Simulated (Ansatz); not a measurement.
**hypothetical NiAs type TlCl with two functionals, isotropic strain −2.85 %**

Take TlCl in the NiAs type structure (space group P6_3/mmc, No. 194; a = 4.501 Å, c = 7.920 Å; a hypothetical phase, not in the database extracts checked) as the base.

(Cell as relaxed with PBE.)

Levels (all Ansatz, an electronic-structure program, PAW): PBE (420 eV, without spin-orbit coupling); PBEsol (420 eV, scalar-relativistic without spin-orbit coupling).

Each level relaxes its own structure.

| base | PBE | PBEsol |
|---|---|---|
| volume per atom | 34.74 Å³ | 31.60 Å³ |
| lattice parameter a | 4.501 Å | 4.347 Å |
| band gap | 2.20 eV | 1.77 eV |

The change: the cell is scaled by 0.9715 in all directions; the atoms relax in the strained cell.

| quantity | PBE | PBEsol |
|---|---|---|
| shift of the gap caused by the change | -0.30 eV | -0.36 eV |
| valence-band top at Γ (three highest levels, from the VBM) | 0.00, -1.98, -1.98 eV | 0.00, -2.47, -2.47 eV |
| energy relative to the base (free energy F) | +16 meV/atom | +19 meV/atom |
| band gap | 1.91 eV | 1.41 eV |

PBE's shift of the gap caused by the change lies 0.06 eV above PBEsol's; PBE's energy relative to the base lies 2.8 meV/atom below PBEsol's; PBE's band gap lies 0.50 eV above PBEsol's. Neither level is exact; PBEsol is the comparison here, not a measurement.

With Tl present, leaving out spin-orbit coupling can change the band edges. Stability against distortions was not tested.
